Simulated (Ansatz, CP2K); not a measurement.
An Ansatz (a program for electronic structure) input for a self-consistent single point of MgH2 (P4_2/mnm, 6 atoms in the cell) (DFT, LDA (PW92), plane waves, default PAW files made with PBE):

Ansatz 0.2 input:
```yaml
# MgH2
crystal:
  lattice:
    - [4.52000000, 0.00000000, 0.00000000]
    - [0.00000000, 4.52000000, 0.00000000]
    - [0.00000000, 0.00000000, 3.02000000]
  atoms:
    - { symbol: Mg, position: [0.00000000, 0.00000000, 0.00000000] }
    - { symbol: Mg, position: [0.50000000, 0.50000000, 0.50000000] }
    - { symbol: H, position: [0.30400000, 0.30400000, 0.00000000] }
    - { symbol: H, position: [0.80400000, 0.19600000, 0.50000000] }
    - { symbol: H, position: [0.19600000, 0.80400000, 0.50000000] }
    - { symbol: H, position: [0.69600000, 0.69600000, 0.00000000] }
kpoints:
  mp_grid: { grid: [5, 5, 7] }
hamiltonian:
  xc: lda
  pseudopotentials: { kind: paw }
scf:
  occupations: { method: fermi_dirac, width: 0.01 eV }
output:
  forces: true
  eigenvalues: true
  stress: true
```

Problem. Give the CP2K input for the same structure, mesh, smearing and functional.

Solution. This is the input that was run; spellings and numerical settings could be chosen otherwise.

```
&GLOBAL
  PROJECT bulk
  RUN_TYPE ENERGY_FORCE
  PRINT_LEVEL MEDIUM
&END GLOBAL
&FORCE_EVAL
  METHOD Quickstep
  STRESS_TENSOR ANALYTICAL
  &DFT
    BASIS_SET_FILE_NAME BASIS_MOLOPT
    POTENTIAL_FILE_NAME GTH_POTENTIALS
    &QS
      METHOD GPW
      EPS_DEFAULT 1E-10
    &END QS
    &MGRID
      CUTOFF 1000
      REL_CUTOFF 60
      NGRIDS 5
    &END MGRID
    &SCF
      SCF_GUESS ATOMIC
      EPS_SCF 1E-7
      MAX_SCF 100
      ADDED_MOS 5
      &DIAGONALIZATION
        ALGORITHM STANDARD
      &END DIAGONALIZATION
      &MIXING
        METHOD BROYDEN_MIXING
        ALPHA 0.2
        NBUFFER 8
      &END MIXING
      &SMEAR ON
        METHOD FERMI_DIRAC
        ELECTRONIC_TEMPERATURE [K] 116.05
      &END SMEAR
    &END SCF
    &KPOINTS
      SCHEME MONKHORST-PACK 5 5 7
    &END KPOINTS
    &XC
      &XC_FUNCTIONAL PADE
      &END XC_FUNCTIONAL
    &END XC
    &PRINT
      &MO
        EIGENVALUES T
        OCCUPATION_NUMBERS T
        NDIGITS 8
        FILENAME mo
        &EACH
          QS_SCF 0
        &END EACH
        ADD_LAST NUMERIC
      &END MO
      &MULLIKEN ON
      &END MULLIKEN
    &END PRINT
  &END DFT
  &SUBSYS
    &CELL
      ABC 4.52000000 4.52000000 3.02000000
      ALPHA_BETA_GAMMA 90.00000000 90.00000000 90.00000000
      PERIODIC XYZ
    &END CELL
    &COORD
      SCALED
      Mg       0.00000000     0.00000000     0.00000000
      Mg       0.50000000     0.50000000     0.50000000
      H        0.30400000     0.30400000     0.00000000
      H        0.80400000     0.19600000     0.50000000
      H        0.19600000     0.80400000     0.50000000
      H        0.69600000     0.69600000     0.00000000
    &END COORD
    &KIND Mg
      BASIS_SET DZVP-MOLOPT-SR-GTH-q10
      POTENTIAL GTH-PADE-q10
    &END KIND
    &KIND H
      BASIS_SET DZVP-MOLOPT-SR-GTH-q1
      POTENTIAL GTH-PADE-q1
    &END KIND
  &END SUBSYS
  &PRINT
    &FORCES ON
    &END FORCES
    &STRESS_TENSOR ON
    &END STRESS_TENSOR
  &END PRINT
&END FORCE_EVAL
```

Basis, cutoffs, solver keys and any potentials are the target program's own. This input uses DFT LDA (Pade form), GPW, DZVP-MOLOPT-SR-GTH basis, GTH-PADE potentials (GTH_POTENTIALS). LDA parametrisations can differ slightly between programs.

The starting cell has typed, rounded lattice constants, without a prior relaxation at this level.
